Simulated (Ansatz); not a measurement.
Input and output of a self-consistent single point for FeAs (Cmcm, 4 atoms in the cell) (Ansatz, a program for electronic structure).

Method of the run: PBE (plane waves, PAW; Ansatz).

```yaml
crystal:
  lattice:
    - [1.80303, -4.76458, 0.00000]
    - [1.80303, 4.76458, 0.00000]
    - [0.00000, 0.00000, 3.55327]
  atoms:
    - { symbol: As, position: [0.56400, 0.43600, 0.25000] }
    - { symbol: As, position: [0.43600, 0.56400, 0.75000] }
    - { symbol: Fe, position: [0.85475, 0.14525, 0.25000], spin: 4.0 }
    - { symbol: Fe, position: [0.14525, 0.85475, 0.75000], spin: 4.0 }
```
(The spins are starting values, not results.)

Reference input (self-consistent single point, DFT, PBE, plane waves, default PAW files): basis.ecutwfc = 420 eV; kpoints.mp_grid.grid = 7 7 7; hamiltonian.xc = pbe; hamiltonian.pseudopotentials = {kind: paw} (the program's default PAW files); magnetization.spin_polarized = true; scf.occupations.method = cold; scf.occupations.width = 0.272 eV. This run's input differs from it in these lines:

Ansatz 0.2 input:
```diff
@@ -20,3 +20,3 @@
 scf:
-  occupations: { method: cold, width: 0.272 }
+  occupations: { method: cold, width: 0.01 }
 output:
```

The program printed (abridged):

```
SCF iter   1: F=—  HF=-18667.357966 eV  |F-HF|=—  |Δ(HF+E_count)|=         —  Δρ=4.26e-2 (↑4.22e-2 ↓4.26e-2)  dr2=1.24e-1  dr2_m=9.56e-1  M=6.262 μB ∫|m|=6.449 μB  β_m=0.30  ethr=1.94e-4  ⟨swp⟩=1.3  Hψ=26393  notcnv=0
Mixer restart at iter 1: flushing history
all-band conjugate gradients solve this SCF's bands
preconditioner: auto → Kerker (q_TF=auto, 2.735 Å⁻¹)
spin=Collinear: Kerker preconditioning applied to the charge; magnetization (m = ρ↑ − ρ↓) channel mixes plain (no charge-response kernel on spin).
   [... lines left out ...]
SCF iter  13: F=—  HF=-18668.852041 eV  |F-HF|=—  |Δ(HF+E_count)|=   1.57e-7  S|Δr|=    0.00e0  Δρ=2.04e-5 (↑1.06e-5 ↓2.04e-5)  dr2=3.21e-7  dr2_m=3.71e-8  M=5.181 μB ∫|m|=5.564 μB  β_m=0.62  ethr=2.11e-9  ⟨swp⟩=2.0  Hψ=8525  notcnv=0  defer=449
SCF iter  14: F=-18668.852041 eV  HF=-18668.852041 eV  |F-HF|=6.12e-9  |Δ(HF+E_count)|=   3.85e-8  S|Δr|=    0.00e0  Δρ=8.17e-6 (↑5.51e-6 ↓8.17e-6)  dr2=2.62e-8  dr2_m=1.25e-8  M=5.181 μB ∫|m|=5.564 μB  ethr=1.61e-10  ⟨swp⟩=7.4  Hψ=22735  notcnv=0
SCF 1 converged in 14 iterations: F = -18668.852041 eV  dr2 = 2.62e-8
WARN: an SCF from antiferromagnetic starting moments (0.00, 0.00, -4.00, 4.00 Bohr magnetons, atom by atom) was not made, by what the run has read of turns of …
   [... lines left out ...]
Absolute magnetization: 5.5598 μB (∫|ρ↑−ρ↓|, with the PAW one-centre terms)
Free energy (F): -18668.852041 eV
Fermi energy:    15.566233 eV
   [... lines left out ...]
  atom   4  Fe     0.00000000    -0.41959372     0.00000000
--- Stress (GPa, compression-positive) ---
       -1.967621       0.000000       0.000000
        0.000000       8.026183       0.000000
        0.000000       0.000000      40.605390
  P = ⅓ Tr σ = 15.5547 GPa (155.547 kbar)
  The stress holds the Pulay correction. Without it, at fixed plane waves, as pw.x and ABINIT print it: P = 15.5019 GPa
```

The run converged in 14 iterations. Against the reference run the free energy rises by 4.6 meV/atom, the pressure stays near 15.55 GPa while the xx stress (positive for compression) goes from -1.65 to -1.97 GPa, the largest force goes from 7.168 to 7.205 eV/Å and the size of the net moment stays at 1.30 μB/atom.

The starting cell was generated: these elements placed on a structure prototype, without a prior relaxation; it need not be a known phase or ordering of this composition. The magnetic order is the one reached from the typed start; others were not searched systematically. The program warned that, by what it read of turns of the moments, another magnetic order lies lower. With a pressure of about 16 GPa the cell is away from its equilibrium volume at this level. Forces in this geometry exceed 1 eV/Å. Ansatz's pressure includes its estimate of the finite-basis (Pulay) stress.
